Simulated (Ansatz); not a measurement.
A self-consistent single point of LuBRh3 (P4mm, 5 atoms in the cell) with Ansatz (an electronic-structure program).

Method: PBEsol, harder PAW files (source: ansatz) made with PBE (plane waves; Ansatz).

```xyz
5
Lattice="4.1582 0.0000 0.0000 0.0000 4.1582 0.0000 0.0000 0.0000 4.1582" Properties=species:S:1:pos:R:3 pbc="T T T"
Lu     0.0000     0.0000     0.0500
B      2.0791     2.0791     2.0791
Rh     0.0000     2.0791     2.0791
Rh     2.0791     0.0000     2.0791
Rh     2.0791     2.0791     0.0000
```

Reference input (self-consistent single point, DFT, PBEsol, plane waves, default PAW files made with PBE): basis.ecutwfc = 30.9 Ry; kpoints.mp_grid.grid = 7 7 7; hamiltonian.xc = pbesol; hamiltonian.pseudopotentials = {kind: paw} (the program's default PAW files); scf.occupations.method = gaussian; scf.occupations.width = 0.0073 Ry. This run's input differs from it in these lines:

Ansatz 0.2 input:
```diff
@@ -12,3 +12,3 @@
 basis:
-  ecutwfc: 30.9 Ry
+  ecutwfc: 62.5 Ry
 kpoints:
@@ -20,2 +20,3 @@
     kind: paw
+    source: ansatz
 scf:
```

The program printed (abridged):

```
SCF iter   1: F=—  HF=-33815.812043 eV  |F-HF|=—  |Δ(HF+E_count)|=         —  Δρ=2.79e-1  dr2=9.25e1  ethr=3.10e-3  ⟨swp⟩=7.4  Hψ=8218  notcnv=0
all-band conjugate gradients solve this SCF's bands
preconditioner: auto → Resta (q_TF=auto, 2.771 Å⁻¹)
SCF iter   2: F=—  HF=-33805.921981 eV  |F-HF|=—  |Δ(HF+E_count)|=    9.89e0  Δρ=1.28e-1  dr2=2.05e1  ethr=3.10e-3  ⟨swp⟩=5.5  Hψ=4981  notcnv=0  defer=64
   [... lines left out ...]
SCF iter   7: F=—  HF=-33802.418301 eV  |F-HF|=—  |Δ(HF+E_count)|=   2.96e-3  Δρ=8.58e-4  dr2=1.05e-3  ethr=1.36e-5  ⟨swp⟩=2.8  Hψ=3127  notcnv=0  defer=76
SCF iter   8: F=—  HF=-33802.417930 eV  |F-HF|=—  |Δ(HF+E_count)|=   3.70e-4  Δρ=1.62e-4  dr2=3.53e-5  ethr=1.33e-6  ⟨swp⟩=2.2  Hψ=3011  notcnv=0  defer=76
SCF iter   9: F=—  HF=-33802.417916 eV  |F-HF|=—  |Δ(HF+E_count)|=   1.44e-5  Δρ=3.77e-5  dr2=2.17e-6  ethr=4.47e-8  ⟨swp⟩=2.1  Hψ=2903  notcnv=0  defer=76
SCF iter  10: F=-33802.417915 eV  HF=-33802.417915 eV  |F-HF|=9.17e-9  |Δ(HF+E_count)|=   6.11e-7  Δρ=5.08e-6  dr2=1.78e-8  ethr=1.27e-10  ⟨swp⟩=14.5  Hψ=12794  notcnv=0
SCF 1 converged in 10 iterations: F = -33802.417915 eV  dr2 = 1.78e-8
Free energy (F): -33802.417915 eV
Internal energy: -33802.394083 eV  (E = F + TS)
E sigma→0 (E₀):  -33802.405999 eV
Entropy (-TS):   -0.023832 eV (-4.766 meV/atom)
Fermi energy:    18.679943 eV
--- Forces (eV/Å), atoms counted from 1 ---
  atom   1  Lu    -0.00000000     0.00000000    -0.32623594
  atom   2  B      0.00000000     0.00000000     0.01161522
  atom   3  Rh     0.00000000     0.00000000     0.14273807
  atom   4  Rh     0.00000000     0.00000000     0.14273807
  atom   5  Rh    -0.00000000     0.00000000     0.02910909
--- Stress (GPa, compression-positive) ---
       -5.206746       0.000000       0.000000
        0.000000      -5.206746       0.000000
        0.000000       0.000000      -5.206366
  P = ⅓ Tr σ = -5.2066 GPa (-52.066 kbar)
  The stress holds the Pulay correction. Without it, at fixed plane waves, as pw.x and ABINIT print it: P = -5.2200 GPa
```

The run converged in 10 iterations. Against the reference run the pressure moves little (-5.24 to -5.21 GPa) and the largest force stays at 0.326 eV/Å.

The starting cell comes from a database of computed structures (which also holds hypothetical and non-ambient phases and stackings), without a prior relaxation at this level. Its lattice was rescaled by up to half a per cent. One atom was moved a little off its site on purpose. Spin polarisation is off. Ansatz's pressure includes its estimate of the finite-basis (Pulay) stress.

Cost on one core of a shared machine: roughly 70 s.
